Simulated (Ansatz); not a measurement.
Start from BaZrO₃ in the cubic perovskite structure (space group Pm-3m, No. 221).

```cif
data_BaO3Zr
_chemical_formula_sum 'Ba1 Zr1 O3'
_space_group_name_H-M_alt 'Pm-3m'
_space_group_IT_number 221
_space_group_name_Hall '-P 4 2 3'
_cell_length_a 4.20498
_cell_length_b 4.20498
_cell_length_c 4.20498
_cell_angle_alpha 90.000
_cell_angle_beta 90.000
_cell_angle_gamma 90.000
loop_
_atom_site_label
_atom_site_type_symbol
_atom_site_symmetry_multiplicity
_atom_site_Wyckoff_symbol
_atom_site_fract_x
_atom_site_fract_y
_atom_site_fract_z
_atom_site_occupancy
Ba1 Ba 1 a 0.00000 0.00000 0.00000 1
Zr1 Zr 1 b 0.50000 0.50000 0.50000 1
O1 O 3 c 0.00000 0.50000 0.50000 1
```

Method: Kohn–Sham DFT with the r2SCAN functional, run in Ansatz (a first-principles code) with PAW and 500 eV plane waves, spin-orbit coupling left out.

Before the change:

The smallest direct gap is 3.96 eV, the band gap is 3.73 eV and the width of the top valence band is 0.89 eV. The gap character is indirect, R → Γ.

Modification: every lattice vector is shortened by 4.30 %; the atoms relax in the strained cell.

Question: How does this affect the smallest direct gap, band gap, energy relative to the base, width of the top valence band and gap character?

Answer: The smallest direct gap grows by 0.10 eV to 4.06 eV; the band gap increases by 0.32 eV (3.73 eV → 4.05 eV); the energy goes up by 146 meV/atom; the width of the top valence band remains 0.89 eV; the gap character is still indirect, R → Γ.

Whether these cells are dynamically stable was not tested.
